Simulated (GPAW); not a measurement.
# Variants of one calculation on Cr3Co (P6_3/mmc, 8 atoms in the cell)

```yaml
crystal:
  lattice:
    - [5.05223, 0.00000, 0.00000]
    - [-2.52612, 4.37536, 0.00000]
    - [0.00000, 0.00000, 4.05887]
  atoms:
    - { symbol: Cr, position: [0.32959, 0.16479, 0.75000], spin: 3.0 }
    - { symbol: Cr, position: [0.67041, 0.83520, 0.25000], spin: 3.0 }
    - { symbol: Cr, position: [0.16479, 0.32959, 0.25000], spin: 3.0 }
    - { symbol: Cr, position: [0.83520, 0.67041, 0.75000], spin: 3.0 }
    - { symbol: Cr, position: [0.83520, 0.16479, 0.75000], spin: 3.0 }
    - { symbol: Cr, position: [0.16479, 0.83520, 0.25000], spin: 3.0 }
    - { symbol: Co, position: [0.66667, 0.33333, 0.25000], spin: 3.0 }
    - { symbol: Co, position: [0.33333, 0.66667, 0.75000], spin: 3.0 }
```
(The spins are starting values, not results.)

Base run A: LDA (Perdew-Wang 92), GPAW PAW datasets LDA (gpaw-data 1.0.1) (GPAW), self-consistent single point.

Its settings: spinpol = true; mode = pw; ecut = 800 eV; xc = LDA; kpts = 6 6 6; mesh shift (steps) = 0 0 0; occupations.name = marzari-vanderbilt; occupations.width = 0.2 eV; nbands = -14; convergence.density = 1e-05 e/electron; symmetry.symmorphic = false; symmetry.tolerance = 0.0005; maxiter = 100.

The starting cell comes from a database of computed structures (which also holds hypothetical and non-ambient phases and stackings), without a prior relaxation at this level. Its lattice was rescaled by a random factor within 2.5 % of one. The starting moments vanished: the run ended non-magnetic, which need not be the lowest state. In the base run, with a pressure of about -14 GPa the cell is away from its equilibrium volume at this level.

ΔF is the free energy per atom less that of run A. A dash stands where there is no value to compare (another energy zero or no entropy term, no result, no spin, no clean gap, or a mesh too coarse for one). 

Runs:
- B: occupations.name: marzari-vanderbilt → methfessel-paxton; occupations.width: 0.2 eV → 0.1 eV; occupations.order: default → 0
- C: lattice scaled by 1.03; ecut: 800 eV → 480 eV
- D: nbands: -14 → -4
- E: parallel starting moments (0.75 0.75 0.75 0.75 0.75 0.75 0.75 0.75 μB)
- F: mixer.method: default → sum
- G: mixer.beta: default → 0.05; mixer.nmaxold: default → 12

```json
[
 {"run": "A", "ΔF (meV/atom)": "0.00", "pressure (GPa)": "-14.49", "largest force (eV/Å)": "0.025", "size of the net moment (μB/atom)": "0.00"},
 {"run": "B", "ΔF (meV/atom)": "-5.3", "pressure (GPa)": "-14.36", "largest force (eV/Å)": "0.018", "size of the net moment (μB/atom)": "0.00"},
 {"run": "C", "ΔF (meV/atom)": "199.1", "pressure (GPa)": "–", "largest force (eV/Å)": "0.086", "size of the net moment (μB/atom)": "0.00"},
 {"run": "D", "ΔF (meV/atom)": "0.00", "pressure (GPa)": "-14.49", "largest force (eV/Å)": "0.025", "size of the net moment (μB/atom)": "0.00"},
 {"run": "E", "ΔF (meV/atom)": "0.00", "pressure (GPa)": "-14.49", "largest force (eV/Å)": "0.025", "size of the net moment (μB/atom)": "0.00"},
 {"run": "F", "ΔF (meV/atom)": "0.04", "pressure (GPa)": "-14.48", "largest force (eV/Å)": "0.025", "size of the net moment (μB/atom)": "0.02"},
 {"run": "G", "ΔF (meV/atom)": "0.00", "pressure (GPa)": "-14.49", "largest force (eV/Å)": "0.025", "size of the net moment (μB/atom)": "0.00"}
]
```

Run C against A: The free energy rises by 199 meV/atom and the largest force goes from 0.025 to 0.086 eV/Å.

Run B against A: The free energy goes down by 5.3 meV/atom, the pressure goes from -14.49 to -14.36 GPa and the largest force goes from 0.025 to 0.018 eV/Å.
